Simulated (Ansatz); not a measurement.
Worked example: relaxation of the atoms of CsLiBr₂ (P4mm, 8 atoms in the cell) in Ansatz (a quantum-chemistry and plane-wave program).

Level of theory: LDA (PW92), default PAW files made with PBE (plane waves; Ansatz).

The change in words: one atom moved by 0.15 angstrom; relax: default → atoms; relax.f_tol: default → 0.2 eV/Å. Reference geometry:
```xyz
8
Lattice="5.2071 0.0000 0.0000 0.0000 5.2071 0.0000 0.0000 0.0000 9.9797" Properties=species:S:1:pos:R:3 pbc="T T T"
Cs     0.0000     2.6036     2.9942
Cs     2.6036     0.0000     6.9855
Li     2.6036     0.0000     0.8231
Li     0.0000     2.6036     9.1566
Br     0.0000     2.6036     6.6457
Br     2.6036     0.0000     3.3340
Br     0.0000     0.0000     0.0000
Br     2.6036     2.6036     0.0000
```

Reference input (self-consistent single point, DFT, LDA (PW92), plane waves, default PAW files made with PBE): basis.ecutwfc = 420 eV; kpoints.mp_grid.grid = 5 5 3; hamiltonian.xc = lda; hamiltonian.pseudopotentials = {kind: paw} (the program's default PAW files); scf.occupations.method = fermi_dirac; scf.occupations.width = 0.05 eV. This run's input differs from it in these lines:

```diff
@@ -7,3 +7,3 @@
   atoms:
-    - { symbol: Cs, position: [0.000000, 0.500000, 0.300030] }
+    - { symbol: Cs, position: [0.000000, 0.500000, 0.315060] }
     - { symbol: Cs, position: [0.500000, 0.000000, 0.699970] }
@@ -24,2 +24,4 @@
   occupations: { method: fermi_dirac, width: 0.05 }
+relax:
+  f_tol: 0.2
 output:
```

Output (repeated stretches shortened):

```
   [... SCF lines of the steps left out ...]
relax step   1: F+E_penalty+E_count = -22201.87928673 eV  Δ(F+E_penalty+E_count) = +0.000e0 eV  max|allowed force component| = 1.554e-1 eV/Å  Δτ_max = 0.0000 Å  (6 SCF iters, dr2 threshold 1.00e-4 eV, accepted)
relax step   2: F+E_penalty+E_count = -22201.87928679 eV  Δ(F+E_penalty+E_count) = -5.768e-8 eV  max|allowed force component| = 1.553e-1 eV/Å  Δτ_max = 0.0000 Å  (2 SCF iters, accepted)
the relaxation is at rest under the 8 symmetry operations that the run kept from its start: a minimum is not shown …
Stability not checked: this state was not tested for a lower state beside it, because too few of the mixer's solves of this state at the end of the SCF gave a …
Free energy (F): -22201.879287 eV
Internal energy: -22201.879287 eV  (E = F + TS)
E sigma→0 (E₀):  -22201.879287 eV
Fermi energy:    3.650738 eV
--- Forces (eV/Å), atoms counted from 1 ---
  atom   1  Cs     0.00000000     0.00000000    -0.15531803
  atom   2  Cs    -0.00000000     0.00000000     0.03650564
   [... lines left out ...]
  atoms:
    - { symbol: Cs, position: [0.0, 0.5, 0.31506] }
    - { symbol: Cs, position: [0.5, 0.0, 0.69997] }
    - { symbol: Li, position: [0.5, 0.0, 0.08248] }
    - { symbol: Li, position: [0.0, 0.5, 0.9175200000000001] }
    - { symbol: Br, position: [0.0, 0.5, 0.66592] }
    - { symbol: Br, position: [0.5, 0.0, 0.33408] }
    - { symbol: Br, position: [0.0, 0.0, 0.0] }
    - { symbol: Br, position: [0.5, 0.5, 0.0] }
```

The run converged.  The full log also holds: “iter 4 did not close the SCF: its close was put off for the readings that it lacked (scf_convergence_deferred on its scf_iter line)”. The full log also holds: “iter 5 did not close the SCF: its close was put off for the readings that it lacked (scf_convergence_deferred on its scf_iter line)”.

Summary of the result:
Free energy E − TS (on the zero of these files): -22201.8793 eV
Top of the valence band (on the code's own zero): 1.68 eV
Gap on the k-point mesh: 3.82 eV
Pressure: -1.95 GPa
Largest force (vector length): 0.155 eV/Å
Relaxation steps: 2

The starting cell comes from a database of computed structures (which also holds hypothetical and non-ambient phases and stackings), without a prior relaxation at this level. Its lattice was rescaled by up to half a per cent. For this run, on top of that: one atom moved by 0.15 angstrom. The relaxation keeps the symmetry of its start, so its end need not be a minimum. Ansatz's pressure includes its estimate of the finite-basis (Pulay) stress.

Keys are those of Ansatz 0.2.
